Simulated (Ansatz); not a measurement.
## SnC (model structure, started from the wurtzite type, P6₃mc, No. 186, 4 atoms in the cell)

The numbers are results of LDA in Ansatz (PAW), not measurements.

Run with plane-wave cutoff 520 eV, 12×12×6 k mesh (along the axes of the cell as run), Fermi–Dirac smearing 0.01 eV, scalar-relativistic PAW data made under PBE.

Cell (relaxed with PBEsol):

```
CELL_PARAMETERS angstrom
      3.55322     0.00000     0.00000
     -1.77661     3.07718     0.00000
      0.00000     0.00000     5.81802
ATOMIC_POSITIONS crystal
  Sn 0.66667 0.33333 0.00035
  Sn 0.33333 0.66667 0.50035
  C  0.66667 0.33333 0.62485
  C  0.33333 0.66667 0.12485
```

- band gap: 1.01 eV

Note: the relaxation could raise the start's symmetry but not lower it, so the cell can be a saddle point; cell and atoms aren't relaxed at this level (pressure -3.1 GPa).

Spin–orbit coupling is not included.

Computed values are for the static lattice.

Cost on a shared machine: roughly 23 core-seconds.

A model structure was made by putting elements into a prototype or built by hand; it is no filed structure, need not be a known phase, and can be a saddle point held by its symmetry.

Ansatz is a program for electronic structure.
